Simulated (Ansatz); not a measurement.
Consider the following.

End structure of a constructed model of the (110) surface of bcc Mo, a cell of two sites (a+b, b-a) surface alloy, Si on one Mo site of the top plane (bottom of the slab: a bare face, its two planes held):

```yaml
crystal:
  lattice:
    - [1.82490, 2.58080, 0.00000]
    - [-3.64980, 2.58080, 0.00000]
    - [0.00000, 0.00000, 27.50000]
  atoms:
    - { symbol: Mo, position: [0.50000, 0.00000, 0.29916] }
    - { symbol: Mo, position: [0.00000, 0.50000, 0.29916] }
    - { symbol: Mo, position: [0.00000, 0.00000, 0.38043] }
    - { symbol: Mo, position: [0.50000, 0.50000, 0.38043] }
    - { symbol: Mo, position: [0.50000, 0.00000, 0.46132] }
    - { symbol: Mo, position: [0.00000, 0.50000, 0.46215] }
    - { symbol: Mo, position: [0.00000, 0.00000, 0.54336] }
    - { symbol: Mo, position: [0.50000, 0.50000, 0.54250] }
    - { symbol: Mo, position: [0.50000, 0.00000, 0.62239] }
    - { symbol: Mo, position: [0.00000, 0.50000, 0.62673] }
    - { symbol: Si, position: [0.00000, 0.00000, 0.69815] }
    - { symbol: Mo, position: [0.50000, 0.50000, 0.70130] }
```

Set-up: 12 atoms, 11.0 Å thick at the start with caps and adatoms (thin: gaps and levels are the slab's own); mesh 12x9x1; 0.1 eV smearing; dipole correction on; 4 atoms held, the rest relaxed; symmetry of the start imposed; no spin, no spin-orbit, no U. It is one candidate, not shown to be the stable structure of the face.

**Question.** What work function of the top face does PBE in Ansatz (a quantum-chemistry and plane-wave program) give?

**Answer.** 4.23 eV
